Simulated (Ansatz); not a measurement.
An Ansatz (a first-principles code) input (PBE in Ansatz (plane waves to 420 eV, PAW, spin-orbit coupling left out)):

Ansatz 0.2 input:
```yaml
crystal:
  lattice:
    - [2.7219140868, 0, 0]
    - [-1.3609570434, 2.3572467461, 0]
    - [0, 0, 4.3798616561]
  atoms:
    - { symbol: Ru, position: [0.6666666667, 0.3333333333, 0.75] }
    - { symbol: Ru, position: [0.3333333333, 0.6666666667, 0.25] }
basis: { ecutwfc: 420, ecutrho_ratio: 4, xc_grid: 2, fft_grid_basis: typed }
kpoints: { mp_grid: { grid: [24, 24, 14] } }
hamiltonian:
  xc: pbe
  dispersion: none
  pseudopotentials: { kind: paw }
scf: { occupations: { method: fermi_dirac, width: 0.1 }, convergence: { dr2_threshold: 0.0000000002 } }
relax: { f_tol: 0.005, max_steps: 50 }
output: { forces: true, stress: true }
checkpoint: { write: state.ck, write_every: 1000 }
```

Task: Which symmetry and how many k-points will the program report, and about how many plane waves at Γ?

Result: Space group P63/mmc (ITA 194) with 24 operations, k-points 488 of 8064, and 549 plane waves at Γ.

Task: And the final pressure?

Result: -5.98 GPa (compression positive).

The cells carry an imposed strain or load. No phonon test of stability was made. All final runs are without spin polarisation. The cell was made from Ru in the hcp (Mg type) structure (space group P6_3/mmc, No. 194) by this change: uniaxial strain ε_zz = +2.00 %.
